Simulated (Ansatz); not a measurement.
Ansatz (a program for electronic structure) run on LuAu2 (P1, 3 atoms in the cell): self-consistent single point.

Level of theory: PBEsol, PAW files made with PBE (plane waves; Ansatz).

The change in words: atoms moved at random. Reference geometry:
```
CELL_PARAMETERS angstrom
     -1.82247     1.82247     4.44871
      1.82247    -1.82247     4.44871
      1.82247     1.82247    -4.44871
ATOMIC_POSITIONS crystal
  Lu 0.00000 0.00000 0.00000
  Au 0.66394 0.66394 0.00000
  Au 0.33606 0.33606 0.00000
```

Reference input (self-consistent single point, DFT, PBEsol, plane waves, PAW files made with PBE): kpoints.mp_grid.grid = 10 10 10; hamiltonian.xc = pbesol; hamiltonian.pseudopotentials = {kind: paw} (the program's default PAW files); scf.occupations.method = gaussian; scf.occupations.width = 0.2 eV. This run's input differs from it in these lines:

Ansatz 0.2 input:
```diff
@@ -7,5 +7,5 @@
   atoms:
-    - { symbol: Lu, position: [0.000000, 0.000000, 0.000000] }
-    - { symbol: Au, position: [0.663940, 0.663940, 0.000000] }
-    - { symbol: Au, position: [0.336060, 0.336060, 0.000000] }
+    - { symbol: Lu, position: [-0.008621, -0.007059, -0.007474] }
+    - { symbol: Au, position: [0.687973, 0.660464, 0.019627] }
+    - { symbol: Au, position: [0.320647, 0.346595, -0.012153] }
 kpoints:
```

Output (repeated stretches shortened):

```
SCF iter   1: F=—  HF=-40652.235661 eV  |F-HF|=—  |Δ(HF+E_count)|=         —  Δρ=3.48e-1  dr2=1.54e2  ethr=3.10e-3  ⟨swp⟩=5.6  Hψ=84288  notcnv=0
all-band conjugate gradients solve this SCF's bands
preconditioner: auto → Kerker (q_TF=auto, 2.757 Å⁻¹)
SCF iter   2: F=—  HF=-40639.958643 eV  |F-HF|=—  |Δ(HF+E_count)|=    1.23e1  Δρ=1.76e-1  dr2=4.28e1  ethr=3.10e-3  ⟨swp⟩=4.1  Hψ=56066  notcnv=0  defer=424
   [... lines left out ...]
SCF iter   9: F=—  HF=-40632.356870 eV  |F-HF|=—  |Δ(HF+E_count)|=   3.24e-4  Δρ=3.49e-4  dr2=1.50e-4  ethr=1.69e-6  ⟨swp⟩=2.1  Hψ=32055  notcnv=0  defer=782
SCF iter  10: F=—  HF=-40632.356828 eV  |F-HF|=—  |Δ(HF+E_count)|=   4.20e-5  Δρ=8.14e-5  dr2=5.38e-6  ethr=2.38e-7  ⟨swp⟩=2.2  Hψ=32150  notcnv=0  defer=782
SCF iter  11: F=—  HF=-40632.356821 eV  |F-HF|=—  |Δ(HF+E_count)|=   7.02e-6  Δρ=1.27e-5  dr2=1.32e-7  ethr=8.54e-9  ⟨swp⟩=2.4  Hψ=33828  notcnv=0  defer=782
SCF iter  12: F=-40632.356821 eV  HF=-40632.356821 eV  |F-HF|=4.62e-9  |Δ(HF+E_count)|=   5.38e-8  Δρ=4.37e-6  dr2=9.23e-9  ethr=1.59e-10  ⟨swp⟩=16.7  Hψ=153812  notcnv=0
SCF 1 converged in 12 iterations: F = -40632.356821 eV  dr2 = 9.23e-9
Free energy (F): -40632.356821 eV
Internal energy: -40632.340019 eV  (E = F + TS)
E sigma→0 (E₀):  -40632.348420 eV
Entropy (-TS):   -0.016802 eV (-5.601 meV/atom)
Fermi energy:    18.674704 eV
--- Forces (eV/Å), atoms counted from 1 ---
  atom   1  Lu     0.10521851     0.09211969     0.37731076
  atom   2  Au     0.05124174    -0.40138784    -0.01223319
  atom   3  Au    -0.15645143     0.30927617    -0.36511904
--- Stress (GPa, compression-positive) ---
       -1.535330      -0.227944       0.230543
       -0.227944      -1.821004      -0.862136
        0.230543      -0.862136      -2.123868
  P = ⅓ Tr σ = -1.8267 GPa (-18.267 kbar)
  The stress holds the Pulay correction. Without it, at fixed plane waves, as pw.x and ABINIT print it: P = -1.8847 GPa
```

The run converged in 12 iterations. Against the reference run the free energy goes up by 15.5 meV/atom, the pressure goes from -2.57 to -1.83 GPa and the largest force goes from 0.088 to 0.503 eV/Å.

The starting cell comes from a database of computed structures (which also holds hypothetical and non-ambient phases and stackings), without a prior relaxation at this level. For this run, on top of that: atoms moved at random. Ansatz's pressure includes its estimate of the finite-basis (Pulay) stress.

Cost on one core of a shared machine: roughly 50 s.
